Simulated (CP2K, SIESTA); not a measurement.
A SIESTA input for a self-consistent single point of Ti3O4 (Cmmm, 7 atoms in the cell) (DFT, GGA PBEsol, numerical atomic orbitals DZP, PseudoDojo PBEsol standard norm-conserving potentials (rewritten from UPF to PSML)):

```
# files in the folder: Ti.psml O.psml (PseudoDojo PBEsol standard)
SystemName  Ti3O4
SystemLabel ti3o4

NumberOfAtoms                7
NumberOfSpecies              2
%block ChemicalSpeciesLabel
  1 22 Ti
  2 8 O
%endblock ChemicalSpeciesLabel
LatticeConstant              1.0 Bohr
%block LatticeVectors
     5.523816861   -7.701650631    0.000000000
     5.523816861    7.701650631    0.000000000
     0.000000000    0.000000000    5.701492691
%endblock LatticeVectors
AtomicCoordinatesFormat      Ang
%block AtomicCoordinatesAndAtomicSpecies
     0.000000000    0.000000000    1.508550000  1
     1.461539000   -2.037769000    0.000000000  1
     1.461539000    2.037769000    0.000000000  1
     4.472309340    0.000000000    0.000000000  2
     1.373846660   -0.000000000    0.000000000  2
     2.923078000    1.979651828    1.508550000  2
     2.923078000   -1.979651828    1.508550000  2
%endblock AtomicCoordinatesAndAtomicSpecies

XC.functional                GGA
XC.authors                   PBEsol
PAO.BasisSize                DZP
PAO.EnergyShift              0.005 Ry
MeshCutoff                   350 Ry
%block kgrid.MonkhorstPack
    5   0   0  0.0
    0   5   0  0.0
    0   0   8  0.0
%endblock kgrid.MonkhorstPack
OccupationFunction           FD
ElectronicTemperature        100.0 meV

MaxSCFIterations             150
SCF.Mixer.Method             Broyden
SCF.Mixer.Weight             0.25
SCF.Mixer.History            8
SCF.DM.Tolerance             1.0E-05
Diag.ParallelOverK           true
WriteForces                  true
```

Give the CP2K input for the same structure, mesh, smearing and functional.

This is the input that was run; spellings and numerical settings could be chosen otherwise.

```
&GLOBAL
  PROJECT bulk
  RUN_TYPE ENERGY_FORCE
  PRINT_LEVEL LOW
&END GLOBAL
&FORCE_EVAL
  METHOD Quickstep
  STRESS_TENSOR ANALYTICAL
  &DFT
    BASIS_SET_FILE_NAME BASIS_MOLOPT
    POTENTIAL_FILE_NAME GTH_POTENTIALS
    &QS
      METHOD GPW
      EPS_DEFAULT 1E-10
    &END QS
    &MGRID
      CUTOFF 600
      REL_CUTOFF 50
      NGRIDS 5
    &END MGRID
    &SCF
      SCF_GUESS ATOMIC
      EPS_SCF 1E-6
      MAX_SCF 100
      ADDED_MOS 11
      &DIAGONALIZATION
        ALGORITHM STANDARD
      &END DIAGONALIZATION
      &MIXING
        METHOD BROYDEN_MIXING
        ALPHA 0.2
        NBUFFER 12
        BETA 1.5
      &END MIXING
      &SMEAR ON
        METHOD FERMI_DIRAC
        ELECTRONIC_TEMPERATURE [K] 1160.45
      &END SMEAR
    &END SCF
    &KPOINTS
      SCHEME MONKHORST-PACK 5 5 8
      GAMMA_CENTERED T
    &END KPOINTS
    &XC
      &XC_FUNCTIONAL
        &PBE
          PARAMETRIZATION PBESOL
        &END PBE
      &END XC_FUNCTIONAL
    &END XC
    &PRINT
      &MO
        EIGENVALUES T
        OCCUPATION_NUMBERS T
        NDIGITS 8
        FILENAME mo
        &EACH
          QS_SCF 0
        &END EACH
        ADD_LAST NUMERIC
      &END MO
      &MULLIKEN OFF
      &END MULLIKEN
    &END PRINT
  &END DFT
  &SUBSYS
    &CELL
      A 5.01541600 0.00000000 0.00000000
      B -1.60816700 4.75059900 0.00000000
      C 0.00000000 0.00000000 3.01710000
      PERIODIC XYZ
    &END CELL
    &COORD
      Ti       0.00000000     0.00000000     1.50855000
      Ti       2.50770800     0.00000000     0.00000000
      Ti      -0.80408350     2.37529950     0.00000000
      O        2.60654548     3.63420824     0.00000000
      O        0.80070351     1.11639077     0.00000000
      O        0.09495490     3.52907748     1.50855000
      O        3.31229410     1.22152152     1.50855000
    &END COORD
    &KIND Ti
      BASIS_SET DZVP-MOLOPT-SR-GTH-q12
      POTENTIAL GTH-PBE-q12
    &END KIND
    &KIND O
      BASIS_SET DZVP-MOLOPT-SR-GTH-q6
      POTENTIAL GTH-PBE-q6
    &END KIND
  &END SUBSYS
  &PRINT
    &FORCES ON
    &END FORCES
    &STRESS_TENSOR ON
    &END STRESS_TENSOR
  &END PRINT
&END FORCE_EVAL
```

Basis, cutoffs, solver keys and any potentials are the target program's own. This input uses DFT PBEsol, GPW, DZVP-MOLOPT-SR-GTH basis, GTH-PBE potentials (GTH_POTENTIALS).

The starting cell comes from a database of computed structures (which also holds hypothetical and non-ambient phases and stackings), without a prior relaxation at this level. Its lattice was rescaled by a random factor within 2.5 % of one. For this run, on top of that: lattice scaled by 0.98.
